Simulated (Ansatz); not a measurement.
## Smallest direct gap on the k points sampled of ZnSe2 (Pa-3, No. 205, 12 atoms in the cell; start mp-1102515) at several levels of theory

No measured value is used here.

```tsv
level (code)	value (eV)
LDA (Ansatz)	0.82
PBEsol+SOC (Ansatz)	0.82
r²SCAN+SOC (Ansatz)	1.13
HSE06+SOC (Ansatz)	1.77
PBE0 (Ansatz)	2.47
```

At these levels the smallest gap is indirect and lower: LDA 0.63, PBEsol+SOC 0.67, HSE06+SOC 1.65, PBE0 2.31 eV. Computed values are for a static lattice. Spin–orbit coupling is included only where a level's name says +SOC; with heavier elements it mostly lowers gaps and can invert bands.  Values are at the PBEsol cell. Cutoffs and k meshes differ between the levels. Ansatz's density-functional and Hartree–Fock values are scalar-relativistic unless marked +SOC, with PAW data made under PBE.

A start named mp-… is a Materials Project structure, which need not be a measured phase.

Ansatz is a program for electronic structure.
